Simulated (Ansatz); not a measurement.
The reference is CdSe in the zinc blende structure (space group F-43m, No. 216; a = 6.007 Å). Axes: x, y, z lie along the cube axes.

Calculations: Ansatz (a program for electronic structure), LDA, PAW, cutoff 420 eV, spin-orbit coupling left out.

Strains are applied to the cell and any free atomic positions relax; under biaxial strain the out-of-plane vector relaxes too.

One change was made to it. Results:

The pressure (mean of the normal stresses, compression positive) goes from zero to -1.50 GPa; the energy goes up by 9.6 meV/atom.

Task: What was done to the base?
(A) biaxial strain +2.50 %, plane normal [111], relaxed out of plane
(B) biaxial strain −2.50 %, plane normal [111], relaxed out of plane
(C) biaxial strain −0.42 %, plane normal [111], relaxed out of plane
(D) biaxial strain +0.42 %, plane normal [111], relaxed out of plane

Result: A, biaxial strain +2.50 %, plane normal [111], relaxed out of plane. For comparison, the pressure in the other runs: biaxial strain +0.42 %, plane normal [111], relaxed out of plane gives -0.26 GPa; biaxial strain −0.42 %, plane normal [111], relaxed out of plane gives 0.26 GPa; biaxial strain −2.50 %, plane normal [111], relaxed out of plane gives 1.58 GPa.

Whether these cells are dynamically stable was not tested.
